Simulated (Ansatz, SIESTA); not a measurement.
# One structure in several programs: CrB (P1, 8 atoms in the cell)

Self-consistent single point, at a second geometry (atoms moved at random). First geometry:

```
CrB
1.0
   -1.45024     1.45024     7.80152
    1.45024    -1.45024     7.80152
    1.45024     1.45024    -7.80152
Cr B
4 4
Direct
  0.19757   0.19757   0.00000
  0.94757   0.44757   0.50000
  0.55243   0.05243   0.50000
  0.80243   0.80243   0.00000
  0.34227   0.34227   0.00000
  0.09227   0.59227   0.50000
  0.40773   0.90773   0.50000
  0.65773   0.65773   0.00000
```

Second geometry:
```
CrB
1.0
   -1.45024     1.45024     7.80152
    1.45024    -1.45024     7.80152
    1.45024     1.45024    -7.80152
Cr B
4 4
Direct
  0.19125   0.20146   0.99792
  0.94568   0.44327   0.48958
  0.54181   0.05038   0.48678
  0.77976   0.79756   0.97507
  0.34012   0.34330   0.00185
  0.11776   0.59210   0.51932
  0.41524   0.91153   0.51485
  0.66839   0.66040   0.01462
```

Shared settings, as Ansatz (a first-principles code) writes them: kpoints.mp_grid.grid = 7 7 7; scf.occupations.method = gaussian; scf.occupations.width = 0.05 eV. Potentials and cutoffs stand in the table.

```json
[
 {"code": "Ansatz", "model": "PBEsol, PAW files made with PBE", "ΔF from the first geometry (meV/atom)": "20.2", "pressure (GPa)": "-2.36", "largest force (eV/Å)": "1.403", "cutoff": "default"},
 {"code": "SIESTA", "model": "GGA PBEsol, numerical atomic orbitals TZP, PseudoDojo PBEsol standard norm-conserving potentials (rewritten from UPF to PSML)", "ΔF from the first geometry (meV/atom)": "21.7", "pressure (GPa)": "-4.24", "largest force (eV/Å)": "1.550", "cutoff": "grid 350 Ry"}
]
```

Size of the force on each atom (eV/Å): Sizes of forces hide their directions.

| code | Cr1 | Cr2 | Cr3 | Cr4 | B5 | B6 | B7 | B8 |
|---|---|---|---|---|---|---|---|---|
| Ansatz | 0.436 | 0.787 | 0.940 | 1.191 | 0.627 | 1.403 | 0.932 | 0.433 |
| SIESTA | 0.416 | 0.772 | 0.919 | 1.174 | 0.535 | 1.550 | 1.030 | 0.636 |

On Ansatz's run: spin polarisation is off.

The spread over the programs that give each value: ΔF from the first geometry within 1.5 meV/atom; pressure within 1.88 GPa; largest force within 0.147 eV/Å.

SIESTA uses small atom-centred bases, whose incompleteness enters pressures, forces and empty levels differently from a plane-wave cutoff. Ansatz's pressure is given at a fixed set of plane waves, as the other plane-wave codes print theirs; with its correction for the finite basis it is -2.21 GPa.

The starting cell comes from a database of computed structures (which also holds hypothetical and non-ambient phases and stackings), without a prior relaxation at this level. For this run, on top of that: atoms moved at random.

Keys are those of Ansatz 0.2.
